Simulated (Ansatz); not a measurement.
**WC, pressure series**

Start from WC (space group P-6m2, No. 187; a = 2.898 Å, c = 2.828 Å).

Cell and atoms are relaxed at each pressure.

The values are results of Ansatz (a first-principles code) PBEsol, scalar-relativistic without spin-orbit coupling, not measurements.

Notes on the quantities. enthalpy: H = E + PV relative to the base's energy.

| change | enthalpy | density |
|---|---|---|
| base | – | 15.81 g/cm³ |
| pressure −2 GPa | -0.13 eV/atom | 15.73 g/cm³ |
| pressure −1 GPa | -0.06 eV/atom | 15.77 g/cm³ |
| pressure 0.9 GPa | +0.06 eV/atom | 15.84 g/cm³ |
| pressure 2.1 GPa | +0.13 eV/atom | 15.89 g/cm³ |
| pressure 4.5 GPa | +0.29 eV/atom | 15.98 g/cm³ |
| pressure 9 GPa | +0.57 eV/atom | 16.15 g/cm³ |
| pressure 15 GPa | +0.95 eV/atom | 16.36 g/cm³ |
| pressure 22.5 GPa | +1.41 eV/atom | 16.62 g/cm³ |
| pressure 30 GPa | +1.86 eV/atom | 16.86 g/cm³ |

Load acts through the strain it causes; cell and atoms are relaxed under it. Stability against distortions was not tested. No other phases were tried under pressure. All final runs are without spin polarisation.
